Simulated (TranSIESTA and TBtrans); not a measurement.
Run with TranSIESTA and TBtrans (open boundaries, self-consistent; PseudoDojo norm-conserving potentials, scalar-relativistic): Spin polarized, PAO.BasisSize DZP, PAO.EnergyShift 0.15 eV, XC.Authors PBE, Mesh.Cutoff 200 Ry, ElectronicTemperature 300 K, TS.Voltage 0.0 eV, TBT.Elecs.Eta 0.001 eV.

Device: Si chain with one O atom inserted. Leads: straight Si chain, spacing 2.25 Å. Geometry: 3 atoms about the centre moved by SIESTA (PBE, DZP) to a largest force of 0.04 eV/Å, all others as built, motion along the axis alone.

**Question.** Predict: conductance at 300 K (G0 = 2e²/h); mean T from −0.5 to 0.5 eV.

**Answer.** conductance at 300 K (G0 = 2e²/h): 1.52; mean T from −0.5 to 0.5 eV: 1.41. Moments were seeded on the central atoms alone, and one start was tried. The straight chain is held at its spacing; free chains may zigzag or dimerise.
